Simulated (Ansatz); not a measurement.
# How a calculation on TiSi (P6_3/mmc, 4 atoms in the cell) responds to its settings

```xyz
4
Lattice="4.0980 0.0000 0.0000 -2.0490 3.5490 0.0000 0.0000 0.0000 5.7116" Properties=species:S:1:pos:R:3 pbc="T T T"
Ti     0.0000     0.0000     0.0000
Ti     0.0000     0.0000     2.8558
Si     0.0000     2.3660     1.4279
Si     2.0490     1.1830     4.2837
```

Base run A: PBEsol, default PAW files made with PBE in Ansatz (a quantum-chemistry and plane-wave program), self-consistent single point.

Its settings: kpoints.mp_grid.grid = 8 8 5; hamiltonian.xc = pbesol; hamiltonian.pseudopotentials = {kind: paw} (the program's default PAW files); scf.occupations.method = fermi_dirac; scf.occupations.width = 0.0073 Ry.

The starting cell was generated: these elements placed on a structure prototype, without a prior relaxation; it need not be a known phase or ordering of this composition. Spin polarisation is off. In the base run, with a pressure of about -13 GPa the cell is away from its equilibrium volume at this level. Ansatz's pressure includes its estimate of the finite-basis (Pulay) stress.

ΔF is the free energy per atom less that of run A. 

| run | scf.mixing.algorithm, scf.mixing.ndim | ΔF (meV/atom) | pressure (GPa) | iterations |
|---|---|---|---|---|
| A | default (the program chose MSR1), default | 0.00 | -13.34 | 6 |
| B | anderson, default | 0.00 | -13.34 | 7 |
| C | anderson, 20 | 0.00 | -13.34 | 7 |
| D | broyden, default | 0.00 | -13.34 | 7 |
| E | broyden, 12 | 0.00 | -13.34 | 7 |
| F | msr1, default | 0.00 | -13.34 | 7 |
| G | msr1, 1 | 0.00 | -13.34 | 19 |

Runs B, C, D, E, F, G gave the same state as A (within 1 meV/atom). The fewest iterations to that state were 6 (A); the most were 19.

Keys are those of Ansatz 0.2.
